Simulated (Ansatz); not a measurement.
## C (model structure, started from the Ge type, P4₃2₁2, No. 96, 12 atoms in the cell)

These are r²SCAN+rVV10 (Ansatz, a first-principles code, plane waves, PAW) values and carry that method's errors.

Run with plane-wave cutoff 560 eV, 8×8×8 k mesh, Fermi–Dirac smearing 0.01 eV, scalar-relativistic PAW data made under PBE.

Cell (relaxed at this level):

```cif
data_C12
_chemical_formula_sum 'C12'
_space_group_name_H-M_alt 'P43212'
_space_group_IT_number 96
_space_group_name_Hall 'P 4nw 2abw'
_cell_length_a 3.79336
_cell_length_b 3.79336
_cell_length_c 4.66614
_cell_angle_alpha 90.000
_cell_angle_beta 90.000
_cell_angle_gamma 90.000
loop_
_atom_site_label
_atom_site_type_symbol
_atom_site_symmetry_multiplicity
_atom_site_Wyckoff_symbol
_atom_site_fract_x
_atom_site_fract_y
_atom_site_fract_z
_atom_site_occupancy
C1 C 4 a 0.07609 0.07609 0.00000 1
C2 C 8 b 0.16709 0.37891 0.21671 1
```

```json
{
  "band_gap": "5.36 eV (indirect)",
  "smallest_direct_gap_on_the_k_points_sampled": "5.91 eV"
}
```

Note: the relaxation could raise the start's symmetry but not lower it, so the cell can be a saddle point.

Computed values are for the static lattice.

Computing time: very roughly 50 core-seconds.

A model structure was made by putting elements into a prototype or built by hand; it is no filed structure, need not be a known phase, and can be a saddle point held by its symmetry.
